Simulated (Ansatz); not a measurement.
CsCl-type PdIn, relaxed in Ansatz (plane waves) with several semilocal functionals. Each gives its own volume and its own bulk modulus:

```
level          V0 (Å³/atom)  bulk modulus (GPa)   ln V0   ln B0
-------------  ------------  ------------------  ------  ------
PBEsol-D3(BJ)        16.501               156.1  2.8034  5.0505
PBEsol               17.119               136.0  2.8402  4.9127
r²SCAN+rVV10         17.188               140.9  2.8442  4.9481
PBE-D3(BJ)           17.313               129.1  2.8515  4.8606
PBE-D4               17.443               125.9  2.8589  4.8355
rVV10                18.473               103.5  2.9163  4.6396
```

Fit a straight line to ln B0 against ln V0. What does it predict for LDA, whose volume is 16.607 Å³/atom?

With x = ln V0 and y = ln B0: means 2.85242 and 4.87450; Σ(Δx Δy) = -0.02494, Σ(Δx²) = 0.006743, so the slope is -3.70. At x = 2.8098 the line gives y = 4.87450 + (-3.70) × (2.8098 − 2.85242) = 5.0322, or 153.3 GPa. The run with LDA gives 150.4 GPa, -1.9 % from the line. The rows used scatter about it by up to 4.4 %, while the largest value lies 51 % above the smallest.

The crystal itself was run without spin with PBEsol-D3(BJ), LDA, PBEsol, r²SCAN+rVV10, PBE-D3(BJ), PBE-D4, rVV10; a magnetic state was not tried in these runs.

Ansatz's density-functional and Hartree–Fock values are scalar-relativistic unless marked +SOC, with PAW data made under PBE.

Ansatz is a program for electronic structure.
